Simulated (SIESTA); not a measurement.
Input and output of a self-consistent single point for TiO (P-6m2, 2 atoms in the cell) (SIESTA).

Computed with GGA PBEsol, numerical atomic orbitals TZP, PseudoDojo PBEsol standard norm-conserving potentials (rewritten from UPF to PSML) (SIESTA).

The change in words: lattice scaled by 0.98. Reference geometry:
```yaml
crystal:
  lattice:
    - [2.82253, 0.00000, 0.00000]
    - [-1.41126, 2.44438, 0.00000]
    - [0.00000, 0.00000, 2.83628]
  atoms:
    - { symbol: Ti, position: [0.66667, 0.33333, 0.00000] }
    - { symbol: O, position: [0.00000, 0.00000, 0.50000] }
```

Reference input (self-consistent single point, DFT, GGA PBEsol, numerical atomic orbitals TZP, PseudoDojo PBEsol standard norm-conserving potentials (rewritten from UPF to PSML)): XC.functional = GGA; XC.authors = PBEsol; potentials = PseudoDojo PBEsol standard; PAO.BasisSize = TZP; PAO.EnergyShift = 0.005 Ry; MeshCutoff = 400 Ry; kgrid.MonkhorstPack = 13 13 12; OccupationFunction = FD; ElectronicTemperature = 0.1 eV; MaxSCFIterations = 150; SCF.Mixer.Method = Pulay; SCF.Mixer.Weight = 0.2. This run's input differs from it in these lines:

```diff
@@ -12,5 +12,5 @@
 %block LatticeVectors
-     2.822525000    0.000000000    0.000000000
-    -1.411262000    2.444378000    0.000000000
-     0.000000000    0.000000000    2.836275000
+     2.766074000    0.000000000    0.000000000
+    -1.383037000    2.395490000    0.000000000
+     0.000000000    0.000000000    2.779550000
 %endblock LatticeVectors
@@ -18,4 +18,4 @@
 %block AtomicCoordinatesAndAtomicSpecies
-     1.411264078    0.814791852    0.000000000  1
-     0.000000000    0.000000000    1.418137500  2
+     1.383038383    0.798495868    0.000000000  1
+     0.000000000    0.000000000    1.389775000  2
 %endblock AtomicCoordinatesAndAtomicSpecies
```

Output, abridged:

```
        iscf     Eharris(eV)        E_KS(eV)     FreeEng(eV)     dDmax    Ef(eV) dHmax(eV)
   scf:    1    -2045.767546    -2062.930319    -2062.932763  1.454696 -4.883223  6.131084
   scf:    2    -2065.634828    -2064.580352    -2064.583274  0.195753 -5.442205  2.368967
   scf:    3    -2064.851969    -2064.797821    -2064.801377  0.111820 -5.782010  0.464666
   scf:    4    -2064.802671    -2064.806419    -2064.810247  0.031361 -5.816947  0.331915
   scf:    5    -2064.786549    -2064.804565    -2064.808568  0.022508 -5.895771  0.379522
   scf:    6    -2064.809382    -2064.810739    -2064.814597  0.018503 -5.825424  0.098895
   scf:    7    -2064.811295    -2064.811143    -2064.815027  0.003683 -5.837717  0.012344
   scf:    8    -2064.811132    -2064.811143    -2064.815030  0.000688 -5.840198  0.008467
   scf:    9    -2064.811149    -2064.811147    -2064.815033  0.000309 -5.839069  0.000224
mix: Pulay -- inversion failed, > SVD [rank/size] 5 / 7
   scf:   10    -2064.811147    -2064.811147    -2064.815033  0.000002 -5.839067  0.000151
SCF Convergence by DM+H criterion
max |DM_out - DM_in|         :     0.0000020420
max |H_out - H_in|      (eV) :     0.0001513128
SCF cycle converged after 10 iterations

Using DM_out to compute the final energy and forces

siesta: E_KS(eV) =            -2064.8111

siesta: E_KS - E_eggbox =     -2064.8111

siesta: Atomic forces (eV/Ang):
     1   -0.000034    0.000020   -0.000000
     2    0.000037   -0.000021    0.000000
   Tot    0.000003   -0.000001   -0.000000
   Max    0.000037
   Res    0.000024    sqrt( Sum f_i^2 / 3N )
   Max    0.000037    constrained

Stress tensor Voigt[x,y,z,yz,xz,xy] (kbar):      -59.32      -59.29      -57.82       -0.00       -0.00        0.03
(Free)E + p*V (eV/cell)    -2064.1390
Target enthalpy (eV/cell)    -2064.8150

siesta: Program's energy decomposition (eV):
siesta: FreeEng =     -2064.815033

   [... lines left out ...]
siesta:    -0.037026    0.000019   -0.000000
siesta:     0.000019   -0.037004   -0.000000
siesta:    -0.000000   -0.000000   -0.036086

siesta: Cell volume =         18.417583 Ang**3

siesta: Pressure (static):
siesta:                Solid            Molecule  Units
siesta:           0.00039977          0.00039978  Ry/Bohr**3
siesta:           0.03670534          0.03670593  eV/Ang**3
siesta:          58.80844120         58.80938647  kBar
```

The run converged in 10 iterations. Against the reference run the free energy falls by 9.0 meV/atom and the pressure goes from -9.71 to 5.88 GPa.

The starting cell comes from a database of computed structures (which also holds hypothetical and non-ambient phases and stackings), without a prior relaxation at this level. Its lattice was rescaled by a random factor within 2.5 % of one. For this run, on top of that: lattice scaled by 0.98. Spin polarisation is off, so a magnetic state, if there is one, cannot be reached. Values carry the incompleteness of an atom-centred basis. With a pressure of about 6 GPa the cell is away from its equilibrium volume at this level.

Cost on one core of a shared machine: roughly 2 min.
